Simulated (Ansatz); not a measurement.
Hypothetical cubic perovskite SrSnSe3: response to strain

The reference is SrSnSe3 in the cubic perovskite structure (space group Pm-3m, No. 221; a = 5.323 Å; a hypothetical phase, not in the database extracts checked). Axes: x, y, z lie along the cube axes.

Strains are applied to the cell and any free atomic positions relax; under biaxial strain the out-of-plane vector relaxes too; under stress the whole cell relaxes.

Computed with Ansatz (a quantum-chemistry and plane-wave program) PBE, without spin-orbit coupling.

Notes on the quantities. energy relative to the base: free energy F.

```tsv
variant	space group	volume per atom	energy relative to the base
base	Pm-3m (No. 221)	30.16 Å³	0 meV/atom
biaxial strain −0.91 %, plane normal [111], relaxed out of plane	R-3m (No. 166)	29.97 Å³	+0.7 meV/atom
uniaxial strain ε_zz = +5.96 %	P4/mmm (No. 123)	31.96 Å³	+25 meV/atom
uniaxial stress, 2 GPa compression along z	P4/mmm (No. 123)	29.75 Å³	+3.9 meV/atom
```

Without a gap, meshes like the base's 9×9×9 leave anisotropic stresses uncertain by several tenths of a GPa, and small strain energies with them. Stability under load was not tested beyond the relaxation. All final runs are without spin polarisation. Many cubic perovskites are stable only at high temperature; tilts and polar distortions were not tested.
